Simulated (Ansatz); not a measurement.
Start from Rh (space group P6_3/mmc, No. 194; a = 2.6751 Å, c = 8.7310 Å; a cell from a computed database, its experimental status unchecked).

Calculations: plane-wave PAW DFT at the PBEsol level (Ansatz, a program for electronic structure, 420 eV), no SOC.

Before the change:

- Shortest interatomic distance: 2.674 Å

Modification: a hydrostatic pressure of 5 GPa.

Task: How does this affect the shortest interatomic distance?

Result: The shortest interatomic distance shrinks by 0.0144 Å (2.674 Å → 2.659 Å).

Load acts through the strain it causes; cell and atoms are relaxed under it. Stability against distortions was not tested. Competing high-pressure phases were not computed. The final runs are not spin-polarised. This is not the structure that Rh has at room temperature and ambient pressure.
